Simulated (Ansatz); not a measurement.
Start from SiC in the zinc blende structure (space group F-43m, No. 216).

Space group F-43m (No. 216); a = 4.356 Å, b = 4.356 Å, c = 4.356 Å, α = 90.00°, β = 90.00°, γ = 90.00°

```tsv
atom	site	symmetry	x	y	z
C	4c	-43m	0.2500	0.2500	0.2500
Si	4a	-43m	0.0000	0.0000	0.0000
```
(The calculation used a cell of 2 atoms; values per cell refer to that cell.)

Levels (all Ansatz, a first-principles code, PAW): r2SCAN (500 eV, without spin-orbit coupling); HSE06 (420 eV, no SOC).

Its gap is 1.71 eV with r2SCAN and 2.23 eV with HSE06.

Perturbation: an isotropic linear strain of −4.37 %; the atoms relax in the strained cell.

With r2SCAN the gap becomes 1.61 eV.

If the HSE06 correction stayed the same, what would the HSE06 gap be, and what does the HSE06 run give?

A rigid correction of +0.52 eV gives 2.13 eV. The HSE06 run gives 2.13 eV, so the two effects roughly add.

Single points use the geometry relaxed with r2SCAN. HSE06 was sampled on its mesh, a few special points and the semilocal edge points, so its gap is an upper bound. Stability against distortions was not tested.
